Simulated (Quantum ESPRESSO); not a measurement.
Input and output of a self-consistent single point for YAl₃ (P1, 4 atoms in the cell) (Quantum ESPRESSO).

Method of the run: LDA (PZ), PSlibrary PAW (LDA) pseudopotentials (plane waves; Quantum ESPRESSO).

The change in words: atoms moved at random. Reference geometry:
```yaml
crystal:
  lattice:
    - [4.20441, 0.00000, 0.00000]
    - [0.00000, 4.20441, 0.00000]
    - [0.00000, 0.00000, 4.20441]
  atoms:
    - { symbol: Y, position: [0.00000, 0.00000, 0.00000] }
    - { symbol: Al, position: [0.00000, 0.50000, 0.50000] }
    - { symbol: Al, position: [0.50000, 0.00000, 0.50000] }
    - { symbol: Al, position: [0.50000, 0.50000, 0.00000] }
```

Reference input (self-consistent single point, DFT, LDA (PZ), plane waves, PSlibrary PAW (LDA) pseudopotentials): ecutwfc = 45 Ry; ecutrho = 315 Ry; occupations = smearing; smearing = fermi-dirac; degauss = 0.0073499 Ry; potentials = {Y: Y.pz-spn-kjpaw_psl.1.0.0.UPF, Al: Al.pz-n-kjpaw_psl.1.0.0.UPF}; K_POINTS = automatic 6 6 6 0 0 0; conv_thr = 1e-09 Ry; mixing_beta = 0.3. This run's input differs from it in these lines:

```diff
@@ -9,4 +9,3 @@
 &SYSTEM
-    ibrav = 1,
-    A = 4.20441400,
+    ibrav = 0,
     nat = 4,
@@ -26,7 +25,11 @@
 Al    26.9815  Al.pz-n-kjpaw_psl.1.0.0.UPF
+CELL_PARAMETERS {angstrom}
+   4.20441400     0.00000000     0.00000000
+   0.00000000     4.20441400     0.00000000
+   0.00000000     0.00000000     4.20441400
 ATOMIC_POSITIONS {crystal}
-Y     0.00000000    0.00000000    0.00000000
-Al    0.00000000    0.50000000    0.50000000
-Al    0.50000000    0.00000000    0.50000000
-Al    0.50000000    0.50000000    0.00000000
+Y     0.00037900   -0.00431400    0.00121200
+Al    0.00458800    0.49294600    0.49491100
+Al    0.48098100    0.00917600    0.50535300
+Al    0.51405100    0.50219200   -0.00147600
 K_POINTS {automatic}
```

The program printed (abridged):

```
     Self-consistent Calculation

     iteration #  1     ecut=    45.00 Ry     beta= 0.30

     Threshold (ethr) on eigenvalues was too large:
     Diagonalizing with lowered threshold

     total energy              =    -387.86461212 Ry
     estimated scf accuracy    <       0.05107319 Ry

     iteration #  2     ecut=    45.00 Ry     beta= 0.30

     total energy              =    -387.86625126 Ry
     estimated scf accuracy    <       0.01112880 Ry

     iteration #  3     ecut=    45.00 Ry     beta= 0.30

     total energy              =    -387.86635133 Ry
     estimated scf accuracy    <       0.00275658 Ry

   [... 6 blocks of this kind left out ...]

     iteration # 10     ecut=    45.00 Ry     beta= 0.30

     total energy              =    -387.86666123 Ry
     estimated scf accuracy    <          6.7E-09 Ry

     iteration # 11     ecut=    45.00 Ry     beta= 0.30
     End of self-consistent calculation

     Number of k-points >= 100: set verbosity='high' to print the bands.

     the Fermi energy is     9.3135 ev

!    total energy              =    -387.86666123 Ry
     estimated scf accuracy    <          1.1E-10 Ry
     smearing contrib. (-TS)   =      -0.00340066 Ry
     internal energy E=F+TS    =    -387.86326057 Ry

     convergence has been achieved in  11 iterations

     Forces acting on atoms (cartesian axes, Ry/au):

     atom    1 type  1   force =    -0.00402362    0.00463688   -0.00198306
     atom    2 type  2   force =    -0.00310193    0.00523797    0.00568872
     atom    3 type  2   force =     0.01992400   -0.00573040   -0.00454803
     atom    4 type  2   force =    -0.01279845   -0.00414445    0.00084238

     Total force =     0.027262     Total SCF correction =     0.000004

          total   stress  (Ry/bohr**3)                   (kbar)     P=       -8.69
  -0.00005600  -0.00000278  -0.00000243           -8.24       -0.41       -0.36
  -0.00000278  -0.00005880   0.00000165           -0.41       -8.65        0.24
  -0.00000243   0.00000165  -0.00006247           -0.36        0.24       -9.19

   JOB DONE.
```

The run converged in 11 iterations. Against the reference run the free energy goes up by 10.1 meV/atom, the pressure goes from -1.09 to -0.87 GPa and the largest force goes from 0.000 to 0.546 eV/Å. The full log also holds: “c_bands:  1 eigenvalues not converged”.

The starting cell comes from a database of computed structures (which also holds hypothetical and non-ambient phases and stackings), without a prior relaxation at this level. Its lattice was rescaled by a random factor within 2.5 % of one. For this run, on top of that: atoms moved at random.

Cost on one core of a shared machine: roughly 60 s.
